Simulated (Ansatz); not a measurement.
# Input and output of a self-consistent single point for CdIn3 (Fm-3m, 4 atoms in the cell) (Ansatz)

Computed with LDA (PW92), default PAW files made with PBE (plane waves; Ansatz, a first-principles code).

Input as run:

Ansatz 0.2 input:
```yaml
# CdIn3
crystal:
  lattice:
    - [0.00000000, 3.72740300, 3.72740300]
    - [3.72740300, 0.00000000, 3.72740300]
    - [3.72740300, 3.72740300, 0.00000000]
  atoms:
    - { symbol: Cd, position: [0.00000000, 0.00000000, 0.00000000] }
    - { symbol: In, position: [0.25000000, 0.25000000, 0.25000000] }
    - { symbol: In, position: [0.75000000, 0.75000000, 0.75000000] }
    - { symbol: In, position: [0.50000000, 0.50000000, 0.50000000] }
basis:
  ecutwfc: 30.9 Ry
kpoints:
  mp_grid: { grid: [10, 10, 10] }
hamiltonian:
  xc: lda
  pseudopotentials: { kind: paw }
scf:
  occupations: { method: fermi_dirac, width: 0.0037 Ry }
output:
  forces: true
  eigenvalues: true
  stress: true
```

Output (repeated stretches shortened):

```
WARN ansatz: RAYON_NUM_THREADS=1 ignored (pool sized by the plan → 1); use --threads N
Pseudopotentials: kind: paw
Pseudopotential: Cd, paw, valence charge 20
Pseudopotential: In, paw, valence charge 13
Crystal: 4 atoms, lattice volume = 103.574 Å³
Basis set: ecut = 420.4159175005146 eV, 2085 PW (Γ)
Bands: 36, of which v1, the nominal top of the filled ones, is band 30 counted from 1 (29 counted from 0)
Symmetry: 48 space group operations
Space group: Fm-3m (ITA 225), of the structure as read, at distance tolerance 4.7e-5 Å
k-points: 47 of 1000
PAW frozen core: Cd, regenerated for the run's functional, and the local potential with it
PAW frozen core: In, regenerated for the run's functional, and the local potential with it
Initial density: superposition of atomic densities (neutral atoms: chi_scale 0, normalization atom), corrected by the library's trained network
Initial wavefunctions: pseudopotential atomic-orbital guess
Eigensolver: davidson
Functional: x = slater, c = lda
SCF iter   1: F=—  HF=-24489.081155 eV  |F-HF|=—  |Δ(HF+E_count)|=         —  Δρ=7.83e-3  dr2=4.05e-2  ethr=1.77e-3  ⟨swp⟩=6.6  Hψ=6661  notcnv=0  defer=2
all-band conjugate gradients solve this SCF's bands
preconditioner: auto → Kerker (q_TF=auto, 2.484 Å⁻¹)
SCF iter   2: F=—  HF=-24489.067412 eV  |F-HF|=—  |Δ(HF+E_count)|=   1.37e-2  Δρ=2.84e-3  dr2=4.93e-3  ethr=6.87e-5  ⟨swp⟩=3.0  Hψ=3665  notcnv=0  defer=34
SCF iter   3: F=—  HF=-24489.065757 eV  |F-HF|=—  |Δ(HF+E_count)|=   1.65e-3  Δρ=5.72e-4  dr2=1.67e-4  ethr=8.35e-6  ⟨swp⟩=2.0  Hψ=2599  notcnv=0  defer=34
SCF iter   4: F=—  HF=-24489.065760 eV  |F-HF|=—  |Δ(HF+E_count)|=   2.42e-6  Δρ=1.49e-4  dr2=1.58e-5  ethr=2.83e-7  ⟨swp⟩=2.0  Hψ=1994  notcnv=0  defer=34
SCF iter   5: F=—  HF=-24489.065769 eV  |F-HF|=—  |Δ(HF+E_count)|=   9.79e-6  Δρ=4.10e-5  dr2=2.26e-6  ethr=2.69e-8  ⟨swp⟩=2.8  Hψ=3060  notcnv=0  defer=34
SCF iter   6: F=-24489.065769 eV  HF=-24489.065769 eV  |F-HF|=2.49e-8  |Δ(HF+E_count)|=   2.03e-7  Δρ=8.70e-6  dr2=7.26e-8  ethr=1.69e-10  ⟨swp⟩=6.4  Hψ=7828  notcnv=0
SCF 1 converged in 6 iterations: F = -24489.065769 eV  dr2 = 7.26e-8
SCF converged after 6 iterations
Free energy (F): -24489.065769 eV
Harris-Foulkes:  -24489.065769 eV  (|F-HF|=2.49e-8)
Internal energy: -24489.050758 eV  (E = F + TS)
E sigma→0 (E₀):  -24489.058263 eV
Entropy (-TS):   -0.015012 eV (-3.753 meV/atom)
Fermi energy:    10.288176 eV
--- Per-component energies (eV) ---
  E_band       = -537.627868
  E_kinetic    = 1230.441061
  E_local      = -6683.537529  (includes V_loc(G=0)·N_el)
  E_nonlocal   = 1147.027882
  E_hartree    = 2865.489126
  E_xc         = -817.536701
  E_vxc        = -525.877144  (∫ρ·V_xc dr)
  E_paw        = -15984.256829  (= ΣΔE_a)
  E_vpaw       = -1436.655375  (= ΣTr[D̂ρ^β])
  E_aug_tail   = 0.000086  (compensation charges beyond the density's cutoff)
  E_ewald      = -6248.298031
  E_core_change = 1.620178  (= ΣΔE_core)
  E_smearing   = -0.015012  (= −TS)
  E_closure    = -0.000000  (closes the sum)
  Σ components = -24489.065769   (vs F -24489.065769, Δ=0.00e0)
--- Forces (eV/Å), atoms counted from 1 ---
  atom   1  Cd     0.00000000    -0.00000000     0.00000000
   [... zero for the other atoms too ...]
  max |Σ_I F_I| component: 3.24e-17 eV/Å
--- Stress (GPa, compression-positive) ---
       -3.294765      -0.000000       0.000000
       -0.000000      -3.294765       0.000000
        0.000000      -0.000000      -3.294765
  P = ⅓ Tr σ = -3.2948 GPa (-32.948 kbar)
  The stress holds the Pulay correction. Without it, at fixed plane waves, as pw.x and ABINIT print it: P = -3.3171 GPa
--- Band table (eV; the first three rows and the last of 47) ---
  k-point 0: bands = ["-92.1489", "-53.2790", "-53.2790", "-53.2790", "-4.2976", "-4.2976", "-4.2571", "-4.2571", "-4.2571", "-4.1617", "-4.1617", "-4.1617", "-3.9977", "-3.9977", "-3.9778", "-3.9778", "-3.9471", "-3.9471", "-3.9471", "1.0794", [...]
  k-point 1: bands = ["-92.1489", "-53.2790", "-53.2790", "-53.2790", "-4.2906", "-4.2906", "-4.2664", "-4.2637", "-4.2637", "-4.1554", "-4.1554", "-4.1447", "-3.9996", "-3.9996", "-3.9862", "-3.9862", "-3.9557", "-3.9424", "-3.9424", "1.1659", [...]
  k-point 2: bands = ["-92.1489", "-53.2790", "-53.2790", "-53.2790", "-4.2805", "-4.2805", "-4.2797", "-4.2683", "-4.2683", "-4.1414", "-4.1414", "-4.1103", "-4.0121", "-4.0121", "-3.9981", "-3.9981", "-3.9798", "-3.9344", "-3.9344", "1.4146", [...]
  k-point 46: bands = ["-92.1489", "-53.2790", "-53.2790", "-53.2790", "-4.3134", "-4.3024", "-4.2801", "-4.2293", "-4.1755", "-4.1429", "-4.1227", "-4.0783", "-4.0768", "-4.0440", "-4.0353", "-4.0186", "-3.9754", "-3.9416", "-3.8923", "1.6448", [...]
```

The run converged in 6 iterations.

The starting cell comes from a database of computed structures (which also holds hypothetical and non-ambient phases and stackings), without a prior relaxation at this level. Its lattice was rescaled by a random factor within 2.5 % of one. With a pressure of about -3 GPa the cell is away from its equilibrium volume at this level. Ansatz's pressure includes its estimate of the finite-basis (Pulay) stress.
